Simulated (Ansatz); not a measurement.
Symmetric slabs, relaxed from ideal cuts in 1x1 cells, of elemental solids: surface energy (J/m²) by functional, in Ansatz (plane waves, PAW). All structures are PBE's; the other columns are single points with references at the same level. No spin-orbit coupling, Hubbard U or dispersion.

```json
[
 {"system": "bcc Li (310), ideal cut with outer spacing 1.09 Å", "PBE": "0.50", "LDA": "0.55", "PBEsol": "0.52", "RPBE": "0.46", "r2SCAN": "0.50"},
 {"system": "hcp Sc (11-23), ideal cut with outer spacing 0.60 Å", "PBE": "1.35", "LDA": "1.51", "PBEsol": "1.46", "RPBE": "1.25", "r2SCAN": "___"},
 {"system": "bcc V (311), ideal cut with outer spacing 0.45 Å", "PBE": "2.68", "LDA": "3.02", "PBEsol": "2.94", "RPBE": "2.50", "r2SCAN": "2.89"},
 {"system": "bcc Na (321), ideal cut with outer spacing 1.12 Å", "PBE": "0.23", "LDA": "0.26", "PBEsol": "0.26", "RPBE": "0.21", "r2SCAN": "0.26"},
 {"system": "bcc Li (221), ideal cut with outer spacing 0.57 Å", "PBE": "0.53", "LDA": "0.58", "PBEsol": "0.55", "RPBE": "0.50", "r2SCAN": "0.54"},
 {"system": "beta tin (320), ideal cut with outer spacing 0.82 Å", "PBE": "0.41", "LDA": "0.61", "PBEsol": "0.55", "RPBE": "0.30", "r2SCAN": "0.48"},
 {"system": "hcp Ti (31-42), ideal cut with outer spacing 0.23 Å", "PBE": "2.00", "LDA": "2.25", "PBEsol": "___", "RPBE": "1.85", "r2SCAN": "2.17"},
 {"system": "hcp Mg (21-33), ideal cut with outer spacing 0.15 Å", "PBE": "0.71", "LDA": "0.80", "PBEsol": "0.79", "RPBE": "0.65", "r2SCAN": "0.80"},
 {"system": "hcp Cd (30-32), ideal cut with outer spacing 0.84 Å", "PBE": "0.34", "LDA": "0.61", "PBEsol": "0.53", "RPBE": "0.20", "r2SCAN": "0.47"},
 {"system": "bcc V (310), ideal cut with outer spacing 0.95 Å", "PBE": "2.49", "LDA": "2.87", "PBEsol": "2.76", "RPBE": "___", "r2SCAN": "2.68"},
 {"system": "hcp Hf (20-23), ideal cut with outer spacing 0.18 Å", "PBE": "1.86", "LDA": "2.09", "PBEsol": "2.03", "RPBE": "1.74", "r2SCAN": "___"},
 {"system": "fcc Ir (332), ideal cut with outer spacing 0.41 Å", "PBE": "2.52", "LDA": "3.13", "PBEsol": "2.97", "RPBE": "___", "r2SCAN": "2.78"}
]
```

Question: What belongs in the gaps?

Answer: 
- hcp Sc (11-23), ideal cut with outer spacing 0.60 Å, r2SCAN: 1.44
- hcp Ti (31-42), ideal cut with outer spacing 0.23 Å, PBEsol: 2.18
- bcc V (310), ideal cut with outer spacing 0.95 Å, RPBE: 2.30
- hcp Hf (20-23), ideal cut with outer spacing 0.18 Å, r2SCAN: 2.06
- fcc Ir (332), ideal cut with outer spacing 0.41 Å, RPBE: 2.28

The rows are a random draw from the class, without slabs that broke up, higher cuts of a face and adsorbates that left their site. Mean shift from PBE over these rows: LDA 0.22 J/m² (from 0.03 to 0.61, 12 rows); PBEsol 0.16 J/m² (from 0.02 to 0.44, 12 rows); RPBE -0.11 J/m² (from -0.25 to -0.02, 12 rows); r2SCAN 0.12 J/m² (from 0.01 to 0.26, 12 rows).

Ansatz is a quantum-chemistry and plane-wave program.
